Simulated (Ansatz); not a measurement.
# What tensor shear ε_xy = +0.42 % does to Al2O3

Start from Al$_{2}$O$_{3}$ in the corundum structure (space group R-3c, No. 167; a = 4.7589 Å, c = 12.9952 Å (hexagonal axes)). Axes: x lies along a and z along c of the hexagonal cell.

The change: tensor shear ε_xy = +0.42 % (engineering shear γ = 0.0084), atoms relaxed at fixed cell.

Calculations: DFT with r2SCAN, PAW potentials and a 500 eV plane-wave cutoff in Ansatz (an electronic-structure program), scalar-relativistic without spin-orbit coupling. k-mesh 8×8×8 (Γ-centred); smearing 0.05 eV (Fermi–Dirac).

```json
[
 {"quantity": "volume per atom", "base": "8.50 Å³", "changed": "8.50 Å³", "shift": "0.00 Å³"},
 {"quantity": "space group", "base": "R-3c (No. 167)", "changed": "P-1 (No. 2)", "shift": "–"},
 {"quantity": "shortest interatomic distance", "base": "1.856 Å", "changed": "1.851 Å", "shift": "-0.005 Å"},
 {"quantity": "energy relative to the base (free energy F)", "base": "0 meV/atom", "changed": "+0.3 meV/atom", "shift": "+0.3 meV/atom"},
 {"quantity": "pressure (mean of the normal stresses, compression positive)", "base": "0.0 kbar", "changed": "0.1 kbar", "shift": "+0.1 kbar"},
 {"quantity": "band gap", "base": "7.14 eV", "changed": "7.14 eV", "shift": "0.00 eV"},
 {"quantity": "gap character", "base": "direct at Γ", "changed": "direct at Γ", "shift": "–"},
 {"quantity": "electron mass", "base": "0.41 mₑ along c, 0.38 mₑ across (at Γ)", "changed": "0.41 mₑ along z, 0.38 mₑ across (at Γ)", "shift": "–"},
 {"quantity": "valence-band top at Γ (three highest levels, from the VBM)", "base": "0.00, -0.05, -0.05 eV", "changed": "0.00, -0.02, -0.07 eV", "shift": "–"},
 {"quantity": "stress (xx, yy, zz, yz, xz, xy; compression positive)", "base": "–", "changed": "(0.02, 0.00, 0.01, 0.00, -0.18, -1.41) GPa", "shift": "–"}
]
```

Cost of the whole job for the changed cell (relaxation, final SCF and bands): very roughly 5 core-minutes.

The cells carry an imposed strain or load. Masses are band curvatures over ±0.01 Å⁻¹ around the edge. No phonon test of stability was made. k-point labels follow each cell's own Brillouin zone.
